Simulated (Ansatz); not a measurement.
We consider SrScO2F (model structure, started from the SrVO2H type, P4/mmm, No. 123, 5 atoms in the cell), described by PBEsol+SOC in Ansatz (plane waves, PAW).

Numerical settings: plane-wave cutoff 520 eV, 8×8×8 k mesh, Fermi–Dirac smearing 0.01 eV, PAW data made under PBE.

Cell (relaxed with PBEsol):

ScSrFO$_{2}$ is modelled in the tetragonal space group P4/mmm (No. 123), Pearson symbol tP5. Conventional cell: a = b = 4.092 Å, c = 4.026 Å, α = β = γ = 90.00°. Sr on 1d is surrounded by 8 O at 2.870 Å and 4 F at 2.894 Å (cuboctahedral). Sc on 1a has 2 F at 2.013 Å and 4 O at 2.046 Å (octahedral). O on 2f is coordinated by 2 Sc at 2.046 Å and 4 Sr at 2.870 Å (octahedral). F on 1b is surrounded by 2 Sc at 2.013 Å and 4 Sr at 2.894 Å (octahedral). (Neighbours: up to the widest gap in distance over summed covalent radii, below 1.35, at either atom; cation-cation and far metal-metal contacts left out.)

**Question.** Predict the band gap and smallest direct gap on the k points sampled.

**Answer.** 
- band gap: 3.23 eV (indirect)
- smallest direct gap on the k points sampled: 3.61 eV

Note: the relaxation could raise the start's symmetry but not lower it, so the cell can be a saddle point.

Computed values are for the static lattice.

A model structure was made by putting elements into a prototype or built by hand; it is no filed structure, need not be a known phase, and can be a saddle point held by its symmetry.

Ansatz is a first-principles code.
